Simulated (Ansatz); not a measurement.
The structure below was relaxed with r2SCAN (Ansatz, a first-principles code), scalar-relativistic without spin-orbit coupling.

Space group Im-3m (No. 229); a = b = c = 3.8944 Å, α = β = γ = 90.00°

```
atom  site  symmetry       x       y       z
----  ----  --------  ------  ------  ------
Lu      2a      m-3m  0.0000  0.0000  0.0000
```

Write out a cell with all atoms.


```
Lu
1.0
    3.89436     0.00000     0.00000
    0.00000     3.89436     0.00000
    0.00000     0.00000     3.89436
Lu
2
Cartesian
  0.00000   0.00000   0.00000
  1.94718   1.94718   1.94718
```
This is the conventional cell.

No phonon test of stability was made. The final runs are not spin-polarised. The cell was made from Cr by this change: Cr → Lu; the result is a model cell, its experimental status unchecked. This is not the structure that Lu has at room temperature and ambient pressure.
